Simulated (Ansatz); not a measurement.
Take CdSe in the wurtzite structure (space group P6_3mc, No. 186; a = 4.3829 Å, c = 7.1547 Å) as the base.

The change: cell and atoms relaxed at a pressure of 9 GPa.

Levels (all Ansatz, a quantum-chemistry and plane-wave program, PAW, earlier PAW set): PBE (420 eV, no SOC); PBE+SOC (420 eV, spin-orbit coupling included).

The geometry is relaxed with PBE.

| Property | Value |
|---|---|
| PBE valence-band top at Γ | 0.00, 0.00, -0.09 eV |
| PBE electron mass | 0.075 mₑ along c, 0.080 mₑ across (at Γ) |
| PBE lowest conduction level above the VBM at special points | Γ 0.84 eV; A 2.54 eV; L 2.93 eV; M 3.32 eV |

Question: What does PBE+SOC give at this geometry for the hole mass, valence-band top at Γ, electron mass and lowest conduction level above the VBM at special points?

Answer: The hole mass comes out as 1.3 mₑ along c, 0.13 mₑ across (at Γ); the valence-band top at Γ (three highest Kramers pairs, from the VBM) changes from 0.00, 0.00, -0.09 eV to 0.00, -0.05, -0.40 eV; the electron mass goes from 0.075 mₑ along c, 0.080 mₑ across (at Γ) to 0.073 mₑ along c, 0.077 mₑ across (at Γ); the lowest conduction level above the VBM at special points changes from Γ 0.84 eV; A 2.54 eV; L 2.93 eV; M 3.32 eV to Γ 0.73 eV; A 2.42 eV; L 2.81 eV; M 3.18 eV.

Single points use the geometry relaxed with PBE. The spin-orbit shifts are approximate. The levels and masses belong to the bands next to the band gap. Load acts through the strain it causes; cell and atoms are relaxed under it. Effective masses come from finite differences of ±0.01 Å⁻¹. Stability against distortions was not tested. Measured, CdSe leaves this structure (for rock salt) near 2.72 GPa (temperature not stated; as listed in Datta, Sujoy, Jana, Debnarayan, arXiv (2020)), on rising pressure, with hysteresis.
